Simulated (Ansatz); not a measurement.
# SiO2, pressure series

The parent structure is SiO$_{2}$ in the rutile structure (space group P4_2/mnm, No. 136; a = 4.155 Å, c = 2.661 Å).

Cell and atoms are relaxed at each pressure.

Computed with LDA in Ansatz (plane waves to 420 eV, PAW, scalar-relativistic without spin-orbit coupling).

```json
[
 {"P (GPa)": "-2.00", "V (Å³/atom)": "7.708"},
 {"P (GPa)": "-1.00", "V (Å³/atom)": "7.682"},
 {"P (GPa)": "0.90", "V (Å³/atom)": "7.635"},
 {"P (GPa)": "2.10", "V (Å³/atom)": "7.606"},
 {"P (GPa)": "4.50", "V (Å³/atom)": "7.550"},
 {"P (GPa)": "8.99", "V (Å³/atom)": "7.451"},
 {"P (GPa)": "14.99", "V (Å³/atom)": "7.329"},
 {"P (GPa)": "22.49", "V (Å³/atom)": "7.191"},
 {"P (GPa)": "29.99", "V (Å³/atom)": "7.066"}
]
```

Question: Fit a third-order Birch–Murnaghan equation of state.

Answer: Least squares on P(V) = (3B₀/2)[(V₀/V)^(7/3) − (V₀/V)^(5/3)]·[1 + (3/4)(B₀′ − 4)((V₀/V)^(2/3) − 1)] gives V₀ = 7.66 Å³/atom, B₀ = 309 GPa and B₀′ = 4.7.

Measured bulk modulus of SiO2: 309.9 GPa (room temperature; as listed in arXiv:1001.2066); the computed value is for a static lattice, so the two differ by thermal effects too.

Between the base and pressure 30 GPa the gap moves from 5.81 eV to 6.59 eV, a mean slope of 26 meV/GPa.

Load acts through the strain it causes; cell and atoms are relaxed under it. No phonon test of stability was made. Competing high-pressure phases were not computed.

Ansatz is a program for electronic structure.
